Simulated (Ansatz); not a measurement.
**Short convergence ladders for a (110) slab of Sb (cut from a parent of space group no. 229; 4 atoms in the cell)**

```
CELL_PARAMETERS angstrom
      3.22505     0.00000     0.00000
     -4.30007     3.04061     0.00000
      0.00000     0.00000    21.89978
ATOMIC_POSITIONS crystal
  Sb 0.00000 0.25000 0.31964
  Sb 0.00000 0.75000 0.43988
  Sb 0.00000 0.25000 0.56012
  Sb 0.00000 0.75000 0.68036
```

Base method: LDA (PW92), default PAW files made with PBE (plane waves; Ansatz, a quantum-chemistry and plane-wave program).

Base settings: basis.ecutwfc = 420 eV; kpoints.mp_grid.grid = 10 10 1; hamiltonian.xc = lda; hamiltonian.pseudopotentials = {kind: paw} (the program's default PAW files); scf.occupations.method = gaussian; scf.occupations.width = 0.1 eV.

The count of work is k-points × plane waves × bands × iterations; it is no time. 

**The plane-wave cutoff**

The mesh stays at the base's, so the ladder's end is converged at best in this setting alone.

Only quantities that move along the ladder and can be compared are tabulated.

```tsv
basis.ecutwfc	free energy less the last step's (meV/atom)	largest difference of a force vector from the last step's (eV/Å)	count of work / last
210 eV	6537.37	0.174	0.12
250 eV	1061.92	0.010	0.16
295 eV	113.36	0.001	0.21
355 eV	4.33	0.000	0.27
420 eV	1.77	0.000	0.36
505 eV	0.49	0.000	0.46
630 eV	0.17	0.000	0.65
840 eV	0.00	0.000	1.0
```

Coarsest basis.ecutwfc that holds the free energy within 1 meV/atom of the last step, with all finer ones: 505 eV; the step before is off by 1.8 meV/atom.

Coarsest basis.ecutwfc that holds the forces within 0.02 eV/Å of the last step, with all finer ones: 250 eV, at 0.16 of the last step's count of work; the step before is off by 0.17 eV/Å.

**The depth of the relaxed slab**

On a (110) slab of Sb (cut from a parent of space group no. 229; 1 atoms in the cell), and deeper slabs.

In this ladder: relax = atoms; relax.f_tol = 0.02 eV/Å.

Surface energy = (E_slab − N e_bulk)/2A, with e_bulk from the bulk crystal on its finest mesh (413 k-points); errors per atom of slab and bulk, whose meshes differ, grow with N.

The mesh stays at the base's, so the ladder's end is converged at best in this setting alone.

Only quantities that move along the ladder and can be compared are tabulated.

| atoms | surface energy (J/m²) | relaxation steps |
|---|---|---|
| 1 | 0.724 | 1 |
| 2 | 0.394 | 4 |
| 3 | 0.520 | 3 |
| 5 | 0.450 | 4 |

Smallest size that holds the surface energy within 0.1 J/m²: not settled: the last two steps still differ by 0.070 J/m², over half the tolerance, so the ladder does not show it.

On the base run: the starting cell comes from a database of computed structures (which also holds hypothetical and non-ambient phases and stackings), without a prior relaxation at this level. The slab is cut from that crystal, and its faces are unrelaxed. Its lattice was rescaled by up to half a per cent.

Keys are those of Ansatz 0.2.
